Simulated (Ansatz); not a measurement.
**Pressure series in CrI3**

The reference is CrI$_{3}$ in the BiI3 type structure (space group R-3, No. 148; a = 6.656 Å, c = 18.623 Å (hexagonal axes); ferromagnetic; layered, stacked along the Cartesian z axis).

Cell and atoms are relaxed at each pressure.

Level of theory: PBEsol-D3(BJ), PAW, 420 eV (Ansatz, an electronic-structure program; scalar-relativistic without spin-orbit coupling).

Candidates:
(a) pressure 0.3 GPa
(b) pressure 0.7 GPa
(c) pressure 3 GPa

Base values:

| Quantity | Value |
|---|---|
| Band gap | 0.94 eV |

Task: Order them by band gap, highest first.

Result: (a) pressure 0.3 GPa (0.92 eV), (b) pressure 0.7 GPa (0.88 eV), (c) pressure 3 GPa (0.69 eV)

Other magnetic orders, which the real material may have, were not ruled out. Spin-orbit coupling, missing from the scalar runs, can matter with I. Load acts through the strain it causes; cell and atoms are relaxed under it. Stability against distortions was not tested.
